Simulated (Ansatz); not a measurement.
hcp Sc (0 0 1) on cubic KTaO3 (1 1 1) (film strained to the substrate, started from cuts of the bulks and a machine-learned relaxation; slabs K5Ta6O15 and Sc12, which can lie off the formulas)

A periodic stack without vacuum, hcp Sc (0 0 1) on cubic KTaO3 (1 1 1) (film strained to the substrate, started from cuts of the bulks and a machine-learned relaxation; slabs K5Ta6O15 and Sc12, which can lie off the formulas): substrate slab K5Ta6O15, film Sc12, surface cells [[1, -1], [0, 1]] and [[2, 1], [-1, 1]], film strained by -1.0 and -1.0 %, outermost planes Ta/Ta and Sc/Sc as cut, which need not be the usual terminations and can put a slab off its formula.

The start was prepared with a machine-learned potential, and the result is one local minimum, with the in-plane cell held and forces under 0.04 eV/Å; the film can end far from its bulk form.

The numbers are results of PBE (plane waves to 420 eV, PAW; Ansatz, an electronic-structure program), not measurements. Spin–orbit coupling is left out; the runs are not spin-polarised; PBE gaps are too small against experiment. Its k-point mesh 6×6×1, Fermi–Dirac width 0.05 eV.

```
Item                                                                                        Value
--------------------------------------------------------------------------------  ---------------
interface area                                                                            28.1 Å²
period                                                                                    22.57 Å
heights between the nearest atoms of the two slabs at the two interfaces          0.56 and 0.56 Å
Sc–Ta contacts across the interfaces within 1.22 times the sum of covalent radii  14, mean 3.22 Å
K–Sc contacts across the interfaces within 1.22 times the sum of covalent radii   10, mean 3.87 Å
O–Sc contacts across the interfaces within 1.22 times the sum of covalent radii    6, mean 2.23 Å
```

```yaml
crystal:
  lattice:
    - [5.67823, -0.00076, 0.39051]
    - [-2.83805, 4.92954, -0.20067]
    - [4.21887, 0.39572, 22.91598]
  atoms:
    - { symbol: K, position: [0.55378, 0.08135, 0.08811] }
    - { symbol: Ta, position: [0.27785, 0.41618, 0.02952] }
    - { symbol: O, position: [0.57201, 0.57935, 0.07625] }
    - { symbol: O, position: [0.06145, 0.05946, 0.07219] }
    - { symbol: O, position: [0.05850, 0.58281, 0.07428] }
    - { symbol: K, position: [0.11631, 0.40504, 0.18603] }
    - { symbol: Ta, position: [0.83333, 0.74085, 0.13700] }
    - { symbol: O, position: [0.11856, 0.90533, 0.18367] }
    - { symbol: O, position: [0.61887, 0.40600, 0.18447] }
    - { symbol: O, position: [0.61964, 0.90561, 0.18382] }
    - { symbol: K, position: [0.67339, 0.72988, 0.28871] }
    - { symbol: Ta, position: [0.39352, 0.06743, 0.23841] }
    - { symbol: O, position: [0.67338, 0.22989, 0.28871] }
    - { symbol: O, position: [0.17339, 0.72987, 0.28871] }
    - { symbol: O, position: [0.17337, 0.22986, 0.28871] }
    - { symbol: K, position: [0.23048, 0.05474, 0.39138] }
    - { symbol: Ta, position: [0.95328, 0.39234, 0.33901] }
    - { symbol: O, position: [0.22825, 0.55442, 0.39375] }
    - { symbol: O, position: [0.72789, 0.05375, 0.39295] }
    - { symbol: O, position: [0.72717, 0.55416, 0.39360] }
    - { symbol: K, position: [0.79304, 0.37841, 0.48929] }
    - { symbol: Ta, position: [0.51349, 0.71892, 0.44042] }
    - { symbol: O, position: [0.77483, 0.88042, 0.50116] }
    - { symbol: O, position: [0.28536, 0.40028, 0.50523] }
    - { symbol: O, position: [0.28832, 0.87693, 0.50316] }
    - { symbol: Ta, position: [0.06897, 0.04357, 0.54789] }
    - { symbol: Sc, position: [0.79667, 0.56600, 0.63863] }
    - { symbol: Sc, position: [0.22551, 0.12442, 0.66906] }
    - { symbol: Sc, position: [0.39673, 0.71676, 0.57283] }
    - { symbol: Sc, position: [0.66456, 0.00525, 0.68223] }
    - { symbol: Sc, position: [0.08659, 0.57197, 0.73326] }
    - { symbol: Sc, position: [0.48759, 0.43772, 0.77586] }
    - { symbol: Sc, position: [0.68225, 0.45442, 0.89519] }
    - { symbol: Sc, position: [0.85926, 0.02209, 0.80155] }
    - { symbol: Sc, position: [0.26022, 0.88782, 0.84413] }
    - { symbol: Sc, position: [0.55005, 0.89358, 0.93876] }
    - { symbol: Sc, position: [0.95011, 0.74300, 0.00460] }
    - { symbol: Sc, position: [0.12128, 0.33529, 0.90836] }
```
